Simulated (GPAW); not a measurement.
## A self-consistent single point of Nb (Im-3m, 1 atom in the cell) with GPAW

Computed with PBE, GPAW PAW datasets PBE (gpaw-data 1.0.1) (plane waves; GPAW).

The input file:

```python
from ase import Atoms
from ase.units import GPa
from gpaw import GPAW

atoms = Atoms(['Nb'],
              cell=[[-1.656493, 1.656493, 1.656493],
                    [1.656493, -1.656493, 1.656493],
                    [1.656493, 1.656493, -1.656493]],
              scaled_positions=[[0.000000, 0.000000, 0.000000]],
              pbc=True)

calc = GPAW(mode={'name': 'pw', 'ecut': 550},
            xc='PBE',
            kpts=(9, 9, 9),
            occupations={'name': 'fermi-dirac', 'width': 0.05},
            nbands=-7,
            symmetry={'symmorphic': False, 'tolerance': 0.0005},
            maxiter=150)

atoms.calc = calc

energy = atoms.get_potential_energy()
print('Energy (eV):', round(energy, 6))
forces = atoms.get_forces()
print('Forces (eV/Ang):')
print(forces.round(5))
stress = atoms.get_stress()
print('Stress (GPa, Voigt):', (stress / GPa).round(4))
```

Output (repeated stretches shortened):

```
Input parameters:
  kpts: [9 9 9]
  maxiter: 150
  mode: {ecut: 550,
         name: pw}
  nbands: -7
  occupations: {name: fermi-dirac,
                width: 0.05}
  symmetry: {symmorphic: False,
             tolerance: 0.0005}
  xc: PBE

species:
  Nb:
    name: Niobium
    Z: 41.0
    valence: 13
    core: 28
    charge: 0.0
    file: Nb.PBE.gz

    # Using partial waves for Nb as LCAO basis

Reference energy: -103906.147789  # eV

Spin-paired calculation

Convergence criteria:
 Maximum [total energy] change in last 3 cyles: 0.0005 eV / valence electron
 Maximum integral of absolute [dens]ity change: 0.0001 electrons / valence electron
 Maximum integral of absolute [eigenst]ate change: 4e-08 eV^2 / valence electron
 Maximum number of scf [iter]ations: 150

Symmetries present (total): 48
Symmetries with fractional translations: 0
729 k-points: 9 x 9 x 9 Monkhorst-Pack grid
35 k-points in the irreducible part of the Brillouin zone
       k-points in crystal coordinates                weights
   0:     0.00000000    0.00000000    0.00000000          1/729
   1:     0.11111111    0.00000000    0.00000000         12/729
   2:     0.11111111    0.11111111   -0.11111111          6/729
   [... 7 lines left out ...]
          ...
  34:     0.44444444    0.44444444    0.44444444          8/729

Wave functions: Plane wave expansion
  Cutoff energy: 550.000 eV
  Number of coefficients (min, max): 514, 555
  Pulay-stress correction: 0.000000 eV/Ang^3 (de/decut=0.000000)

Occupation numbers: Fermi-Dirac:
  width: 0.0500  # eV

Eigensolver

Densities:
  Coarse grid: 16*16*16 grid
  Fine grid: 32*32*32 grid
  Total Charge: 0.000000

Density mixing:
  Method: separate
  Backend: pulay
  Linear mixing parameter: 0.05
  old densities: 5
  Damping of long wavelength oscillations: 50

Hamiltonian:
  XC and Coulomb potentials evaluated on a 32*32*32 grid
  External potential:
    NoExternalPotential

XC parameters: PBE with 2 nearest neighbor stencil

Number of atoms: 1
Number of atomic orbitals: 13
Number of bands in calculation: 13
Number of valence electrons: 13
Bands to converge: occupied

Density initialized from atomic densities
  13 bands from LCAO basis set

Atomic positions and initial magnetic moments

Positions:
   0 Nb     0.000000    0.000000    0.000000    ( 0.0000,  0.0000,  0.0000)

Unit cell:
           periodic     x           y           z      points  spacing
  1. axis:    yes   -1.656493    1.656493    1.656493    16     0.1464
  2. axis:    yes    1.656493   -1.656493    1.656493    16     0.1464
  3. axis:    yes    1.656493    1.656493   -1.656493    16     0.1464

  Lengths:   2.869130   2.869130   2.869130
  Angles:  109.471221 109.471221 109.471221

Effective grid spacing dv^(1/3) = 0.1643

     iter     time        total  log10-change:
                         energy   eigst   dens
iter:   1 --:--:--   -10.957748
iter:   2 --:--:--   -10.866288   -1.64  -1.14
iter:   3 --:--:--   -10.405533   -1.00  -1.17
iter:   4 --:--:--   -10.404898   -3.04  -1.91
iter:   5 --:--:--   -10.380616   -1.97  -1.91
iter:   6 --:--:--   -10.363338   -2.97  -2.05
iter:   7 --:--:--   -10.363542   -3.59  -2.96
iter:   8 --:--:--   -10.362958c  -4.38  -2.71
iter:   9 --:--:--   -10.362957c  -6.16  -3.74
iter:  10 --:--:--   -10.362955c  -7.16  -3.87
iter:  11 --:--:--   -10.362954c  -6.67  -4.00c
iter:  12 --:--:--   -10.362954c  -7.97c -4.96c

Converged after 12 iterations.

Dipole moment: (-0.000000, -0.000000, 0.000000) |e|*Ang

Energy contributions relative to reference atoms: (reference = -103906.147789)

Kinetic:         -1.740368
Potential:       -2.918145
External:        +0.000000
XC:              -5.664550
Entropy (-ST):   -0.012062
Local:           -0.033860
SIC:             +0.000000
--------------------------
Free energy:    -10.368985
Extrapolated:   -10.362954

Showing only first 2 kpts
 Kpt  Band  Eigenvalues  Occupancy
  0     4      5.32709    2.00000
  0     5     11.58324    0.00118
  0     6     11.58324    0.00118
  0     7     11.58324    0.00118

  1     4      5.81406    2.00000
  1     5     11.29029    0.34322
  1     6     11.48964    0.00766
  1     7     12.05991    0.00000

Fermi level: 11.21157

No gap
No difference between direct/indirect transitions
Energy (eV): -10.362954

Forces in eV/Ang:
  0 Nb    0.00000   -0.00000   -0.00000

Stress tensor:
     0.009326    -0.000000    -0.000000
    -0.000000     0.009326     0.000000
    -0.000000     0.000000     0.009326
Stress (GPa, Voigt): [ 1.4941  1.4941  1.4941  0.     -0.     -0.    ]
```

The run converged in 12 iterations. GPAW prints stress with tension positive.

The starting cell comes from a database of computed structures (which also holds hypothetical and non-ambient phases and stackings), without a prior relaxation at this level. Its lattice was rescaled by a random factor within 2.5 % of one. Spin polarisation is off.
